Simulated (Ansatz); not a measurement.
We consider A15 Nb3Sn (cubic form, which distorts at low temperature), described by PBEsol+SOC (Ansatz, a first-principles code, plane waves, PAW).

Numerical settings: plane-wave cutoff 520 eV, 10×10×10 k mesh, Fermi–Dirac smearing 0.05 eV, PAW data made under PBE.

Computed at the level's own relaxed cell.

What does this level give for the volume per atom, bulk modulus, lattice constant a and pressure derivative B′ of the bulk modulus?


volume per atom: 18.17 Å³/atom
bulk modulus: 176 GPa
lattice constant a: 5.258 Å
pressure derivative B′ of the bulk modulus: 4.2

The run finds no gap.

Measured, for comparison: equilibrium volume per atom 18.49 Å³/atom, lattice constant a 5.289 Å (temperature not stated, not corrected to a static lattice; as tabulated in Priinits et al. (2024), arXiv:2406.00817); bulk modulus 165 GPa (4 K, zero-point motion not removed; as tabulated in Lu and Klein (1997), arXiv:cond-mat/9704251). Computed (rounded) less measured: equilibrium volume per atom -1.7 %, bulk modulus +7 %, lattice constant a -0.6 %. A static lattice is as a rule a little smaller and stiffer than an uncorrected measurement, which narrows the difference in the equilibrium volume per atom, lattice constant a and would widen misses of the other sign.

Note: symmetry holds this phase in the static calculation, where it need not be a minimum.

Cost on a shared machine: roughly 50 core-minutes.
